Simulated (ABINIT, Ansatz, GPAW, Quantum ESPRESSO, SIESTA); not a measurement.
# Mg₆GaB (P1, 8 atoms in the cell) computed with different codes at matched settings

Self-consistent single point, at a second geometry (atoms moved at random). First geometry:

```
CELL_PARAMETERS angstrom
      4.04488     0.00000     0.00000
      0.00000     4.01985     4.79101
      0.00000    -4.01985     4.79101
ATOMIC_POSITIONS crystal
  Mg 0.00000 0.84132 0.38510
  Mg 0.00000 0.38510 0.84132
  Mg 0.00000 0.35758 0.35758
  Mg 0.50000 0.68792 0.05018
  Mg 0.50000 0.05018 0.68792
  Mg 0.50000 0.13063 0.13063
  Ga 0.50000 0.56356 0.56356
  B  0.00000 0.98372 0.98372
```

Second geometry:
```yaml
crystal:
  lattice:
    - [4.04488, 0.00000, 0.00000]
    - [0.00000, 4.01985, 4.79101]
    - [0.00000, -4.01985, 4.79101]
  atoms:
    - { symbol: Mg, position: [0.99993, 0.83527, 0.38719] }
    - { symbol: Mg, position: [0.00638, 0.38182, 0.84155] }
    - { symbol: Mg, position: [0.00179, 0.35840, 0.35046] }
    - { symbol: Mg, position: [0.51126, 0.68544, 0.06037] }
    - { symbol: Mg, position: [0.49831, 0.05720, 0.67682] }
    - { symbol: Mg, position: [0.49354, 0.12399, 0.13525] }
    - { symbol: Ga, position: [0.49919, 0.57052, 0.55812] }
    - { symbol: B, position: [0.98960, 0.98737, 0.99025] }
```

Shared settings, as Ansatz (a quantum-chemistry and plane-wave program) writes them: kpoints.mp_grid.grid = 5 3 3; scf.occupations.method = fermi_dirac; scf.occupations.width = 0.05 eV. Potentials and cutoffs stand in the table.

```json
[
 {"code": "Ansatz", "model": "PBEsol, PAW files made with PBE", "ΔF from the first geometry (meV/atom)": "6.0", "pressure (GPa)": "-1.20", "largest force (eV/Å)": "0.359", "cutoff": "default"},
 {"code": "SIESTA", "model": "GGA PBEsol, numerical atomic orbitals TZP, PseudoDojo PBEsol standard norm-conserving potentials (rewritten from UPF to PSML)", "ΔF from the first geometry (meV/atom)": "7.8", "pressure (GPa)": "0.81", "largest force (eV/Å)": "–", "cutoff": "grid 400 Ry"},
 {"code": "ABINIT", "model": "PBEsol, norm-conserving pseudopotentials (PseudoDojo nc-sr-04 PBEsol standard)", "ΔF from the first geometry (meV/atom)": "6.0", "pressure (GPa)": "-1.13", "largest force (eV/Å)": "0.363", "cutoff": "1143 eV"},
 {"code": "GPAW", "model": "PBEsol, GPAW PAW datasets PBEsol (made by gpaw-setup)", "ΔF from the first geometry (meV/atom)": "6.1", "pressure (GPa)": "–", "largest force (eV/Å)": "0.361", "cutoff": "900 eV"},
 {"code": "Quantum ESPRESSO", "model": "PBEsol, PseudoDojo standard norm-conserving (PBESOL) pseudopotentials", "ΔF from the first geometry (meV/atom)": "5.9", "pressure (GPa)": "-1.12", "largest force (eV/Å)": "0.361", "cutoff": "85 Ry"}
]
```

Size of the force on each atom (eV/Å): Sizes of forces hide their directions.

| code | Mg1 | Mg2 | Mg3 | Mg4 | Mg5 | Mg6 | Ga7 | B8 |
|---|---|---|---|---|---|---|---|---|
| Ansatz | 0.237 | 0.152 | 0.128 | 0.324 | 0.359 | 0.190 | 0.300 | 0.123 |
| ABINIT | 0.233 | 0.155 | 0.121 | 0.328 | 0.363 | 0.187 | 0.299 | 0.122 |
| GPAW | 0.268 | 0.143 | 0.112 | 0.331 | 0.361 | 0.188 | 0.304 | 0.123 |
| Quantum ESPRESSO | 0.232 | 0.153 | 0.120 | 0.328 | 0.361 | 0.183 | 0.300 | 0.125 |

A dash marks a value that a program does not give, or that is left out as unsure.

The spread over the programs that give each value: ΔF from the first geometry within 1.9 meV/atom; pressure within 2.01 GPa; largest force within 0.004 eV/Å.

SIESTA uses small atom-centred bases, whose incompleteness enters pressures, forces and empty levels differently from a plane-wave cutoff. Ansatz's pressure is given at a fixed set of plane waves, as the other plane-wave codes print theirs. The pressure of GPAW is left out: its cutoff lies under the one at which its stress was checked. In the pressure, SIESTA (by 1.94) lies more than 1 GPa from the median of the plane-wave programs.

The shared mesh is coarse (it stands for a supercell whose shortest vector is 19 Å), so the values are not converged in it.

The starting cell comes from a database of computed structures (which also holds hypothetical and non-ambient phases and stackings), without a prior relaxation at this level. For this run, on top of that: atoms moved at random.

Left out of this page: CP2K (unsound by tests on forces, stress, charge or solver warnings).

Keys are those of Ansatz 0.2.
